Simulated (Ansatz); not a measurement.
Consider ZnS in the zinc blende structure (space group F-43m, No. 216; a = 5.297 Å). Axes: x, y, z lie along the cube axes.

Computed with LDA in Ansatz (plane waves to 420 eV, PAW, no SOC).

Strains are applied to the cell and any free atomic positions relax.

One change was made to it. Results:

| quantity | base | after |
|---|---|---|
| energy relative to the base (free energy F) | 0 meV/atom | +1.6 meV/atom |
| valley order (the lowest conduction-band minima on the path, energy above the VBM, named in the base's zone) | Γ 2.13 eV; X along ⟨100⟩ 3.05 eV; L along ⟨111⟩ 3.20 eV | Γ 2.05 eV; X along [001] 2.94 eV; X along [010] 2.98 eV; L along [1-11] 3.04 eV |

### Question
What was done to the base?
A) tensor shear ε_xy = +1.71 %
B) tensor shear ε_xy = +1.14 %
C) tensor shear ε_xy = +0.29 %

### Answer
B, tensor shear ε_xy = +1.14 %. For comparison, the valley order in the other runs: tensor shear ε_xy = +1.71 % gives Γ 2.01 eV; X along [001] 2.85 eV; X along [010] 2.95 eV; L along [1-1-1] 2.96 eV; tensor shear ε_xy = +0.29 % gives Γ 2.11 eV; X along [001] 3.03 eV; X along [010] 3.03 eV; L along [1-11] 3.16 eV.

The levels and masses belong to the bands next to the band gap. Whether these cells are dynamically stable was not tested.

Ansatz is a quantum-chemistry and plane-wave program.
